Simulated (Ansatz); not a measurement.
The parent structure is MgInGaO₄ (space group R3m, No. 160; a = 3.3437 Å, c = 25.2994 Å (hexagonal axes); a hypothetical phase, not in the database extracts checked).

Levels (all Ansatz, a quantum-chemistry and plane-wave program, PAW): PBEsol (420 eV, no spin-orbit coupling); r2SCAN (500 eV, no SOC); HSE06 (420 eV, no SOC).

At the geometry relaxed with PBEsol, these levels gave the following band gaps, in shuffled order: (a) 2.73 eV, (b) 2.07 eV, (c) 3.71 eV.

Q: Match each gap to its level.

A: (a) r2SCAN; (b) PBEsol; (c) HSE06.

Single points use the geometry relaxed with PBEsol. HSE06 gaps are upper bounds (no full band path). No phonon test of stability was made.
